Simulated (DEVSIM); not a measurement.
**Schottky contact on n-type Si**

Device: Schottky contact on n-type Si, at 300 K.

```csv
layer (left to right),material,thickness (μm),Nd (cm⁻³),τn (s),τp (s)
1,Si,0.360,3.4e15,1.3e-6,3.9e-5
2,Si,12.0,1.3e18,1.3e-6,1.3e-6
```

Left contact: Schottky, work function 4.85 eV, emission velocity 8.9e6 cm/s. Right contact: ohmic. Voltage is applied to the left contact. Recombination: SRH at mid-gap, Auger. Mobility is constant in doping.

This is a model device: material constants are rounded textbook-type values typed into the input, and sizes, dopings and lifetimes were drawn at random. Values at 300 K.

```csv
parameter,Si
gap (eV),1.124
affinity (eV),4.05
permittivity,11.7
Nc (cm⁻³),2.86e19
Nv (cm⁻³),3.1e19
μn (cm²/Vs),1417
μp (cm²/Vs),470
Cn (cm⁶/s),2.8e-31
Cp (cm⁶/s),9.9e-32
```

Simulated with DEVSIM: 1D drift-diffusion, Boltzmann statistics, complete ionisation; no tunnelling, impact ionisation, image-force lowering or self-heating. Metal contacts follow the ideal Schottky-Mott rule: no Fermi-level pinning, no interface dipoles.

```yaml
potential_step_across_the_device_at_zero_bias: 0.720 V
Dark forward voltage at 1 A/cm²: 0.357 V
Dark forward voltage at 100 A/cm²: 0.486 V
```

Dark forward current:

(V (V), J (A/cm²)): (0.05, 7.0e-6); (0.10, 5.5e-5); (0.15, 0.00038); (0.20, 0.0026); (0.25, 0.017); (0.30, 0.12); (0.35, 0.77); (0.40, 5.0); (0.45, 30); (0.50, 160); (0.55, 580); (0.60, 1400); (0.65, 2700)

Small-signal capacitance in reverse bias (quasi-static):

| V (V) | C (nF/cm²) |
|---|---|
| -0.2 | 30.8 |
| -0.5 | 29.9 |
| -1 | 29.2 |
| -1.5 | 28.9 |
| -2 | 28.7 |
| -3 | 28.5 |
| -4 | 28.4 |
| -5 | 28.2 |
| -6.5 | 28.1 |
| -8 | 27.9 |
